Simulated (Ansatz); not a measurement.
Substrate model: Si(111) 1x1 surface, 6 top atoms, 3 bilayers, bottom bilayer H-capped and fixed, every top atom capped by H; cell 11.5 x 6.6 Å; two neighbouring H replaced by OH; about 7 Å thick over the host's atoms, 18 atoms held. The numbers are results of PBE-D3(BJ) (plane waves to 420 eV, PAW; Ansatz, a first-principles code), not measurements. Sampling: 1x2x1 k points. The slab states were run without spin polarisation. Results hold for this slab, coverage and mesh. Energies are static: no zero-point or thermal part. Each state was relaxed from one prepared geometry.

One SiH2Cl2 a cell is brought to Si(111):H with two OH. Relaxed result near the molecule:

```
atom    x (Å)   y (Å)   z (Å)
------  -----  ------  ------
Si(17)  5.756   7.776   8.794
H(29)   3.746   6.612  10.973
Si(30)  7.690   6.652   9.497
H(44)   7.768   6.628  10.996
O(46)   5.729   9.964  11.239
H(47)   5.382   4.099  11.720
O(48)   2.033  10.064  11.195
Si(a0)  5.082   7.517  13.038
Cl(a1)  4.634   5.560  13.601
Cl(a2)  6.062   8.439  14.590
H(a3)   3.805   8.225  12.792
H(a4)   6.000   7.395  11.891
```

Q: What is the adsorption energy against the free SiH2Cl2 and the slab before, and how much of it is dispersion?

A: -0.37 eV (negative: bound); the D3 term gives -0.40 eV of it. Its closest contacts to the rest of the cell: H(a4)...H(44) 2.13 Å, H(a3)...H(29) 2.43 Å, Cl(a1)...H(47) 2.50 Å.
